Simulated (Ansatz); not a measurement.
An Ansatz (a quantum-chemistry and plane-wave program) run: Mo with a change (pressure 30 GPa); PBE, PAW, 420 eV (Ansatz; no spin-orbit coupling), earlier PAW set.

Input:

Ansatz 0.2 input:
```yaml
crystal:
  lattice:
    - [-1.5485917607, 1.5485917607, 1.5485917607]
    - [1.5485917607, -1.5485917607, 1.5485917607]
    - [1.5485917607, 1.5485917607, -1.5485917607]
  atoms:
    - { symbol: Mo, position: [0, 0, 0] }
basis: { ecutwfc: 420, ecutrho_ratio: 4, xc_grid: 2, fft_grid_basis: typed }
kpoints: { mp_grid: { grid: [21, 21, 21] } }
hamiltonian:
  xc: pbe
  dispersion: none
  pseudopotentials: { azcp: { folder: ./paw }, kind: paw }
scf: { occupations: { method: fermi_dirac, width: 0.05 } }
relax: { f_tol: 0.01, max_steps: 60, cell: { stress_tol: 0.02, p_target: 30.0 } }
output: { forces: true, stress: true }
checkpoint: { write: state.ck, write_every: 1000 }
```

Output (explanatory and most iteration lines left out):

```
Relaxation: its limit of steps is 60 (relax.max_steps)
Pseudopotential: Mo, paw, valence charge 14
Crystal: 1 atoms, lattice volume = 14.855 Å³
Basis set: ecut = 420 eV, 321 PW (Γ), exchange–correlation on 36×36×36 points (8 copies of the dense FFT grid, shifted against one another)
Bands: 11, of which v1, the nominal top of the filled ones, is band 7 counted from 1 (6 counted from 0)
Symmetry: 48 space group operations
Space group: Im-3m (ITA 229), of the structure as read, at distance tolerance 2.5e-5 Å
k-points: 286 of 9261
Functional: x = pbe(κ = 0.804, μ = 0.2195149727645171), c = pbe(β = 0.06672455060314922)
SCF iter   1: F=—  HF=-4956.571864 eV  |F-HF|=—  |Δ(HF+E_count)|=         —  Δρ=1.06e-1  dr2=1.59e0  ethr=3.10e-3  ⟨swp⟩=5.1  Hψ=18064  notcnv=0
SCF iter   2: F=—  HF=-4956.013379 eV  |F-HF|=—  |Δ(HF+E_count)|=   5.58e-1  Δρ=3.26e-2  dr2=5.47e-2  ethr=3.10e-3  ⟨swp⟩=2.1  Hψ=8253  notcnv=0  defer=9
SCF 1 converged in 6 iterations: F = -4956.008035 eV  dr2 = 5.28e-8
relax step   1: F+E_penalty+E_count = -4956.00803550 eV  Δ(F+E_penalty+E_count) = +0.000e0 eV  max|allowed force component| = 0.000e0 eV/Å  Δτ_max = 0.0000 Å  P = +18.004 GPa  Ω = 14.855 Å³  (6 SCF iters, dr2 threshold 1.00e-7 eV, accepted)
[... steps on the carried basis left out ...]
relax step   6: F+E_penalty+E_count = -4955.93510221 eV  Δ(F+E_penalty+E_count) = +1.725e-4 eV  max|allowed force component| = 0.000e0 eV/Å  Δτ_max = 0.0000 Å  P = +30.007 GPa  Ω = 14.365 Å³  stress off target by 7.40e-3 GPa  SCF on the basis re-selected at this cell (its energy is not comparable with the rows above)  (5 SCF iters)
SCF converged after 5 iterations
Free energy (F): -4955.935102 eV
Internal energy: -4955.930051 eV  (E = F + TS)
E sigma→0 (E₀):  -4955.932576 eV
Entropy (-TS):   -0.005052 eV (-5.052 meV/atom)
Fermi energy:    23.268734 eV
--- Forces (eV/Å), atoms counted from 1 ---
  atom   1  Mo     0.00000000    -0.00000000     0.00000000
--- Stress (GPa, compression-positive) ---
       30.007402       0.000000       0.000000
       -0.000000      30.007402      -0.000000
        0.000000       0.000000      30.007402
  P = ⅓ Tr σ = 30.0074 GPa (300.074 kbar)
--- Relaxed structure (5 steps of the walk, 4 accepted, 1 SCFs on fresh bases) ---
  cell:  # Å, volume = 14.3648 Å³
    - [-1.5313677515053743, 1.5313677515053743, 1.5313677515053743]
    - [1.5313677515053743, -1.5313677515053743, 1.5313677515053743]
    - [1.5313677515053743, 1.5313677515053743, -1.5313677515053743]
  atoms:
    - { symbol: Mo, position: [0.0, 0.0, 0.0] }
```

Load acts through the strain it causes; cell and atoms are relaxed under it. Whether these cells are dynamically stable was not tested. No other phases were tried under pressure. All final runs are without spin polarisation. The cell was made from Mo in the bcc (W type) structure (space group Im-3m, No. 229) by this change: pressure 30 GPa.
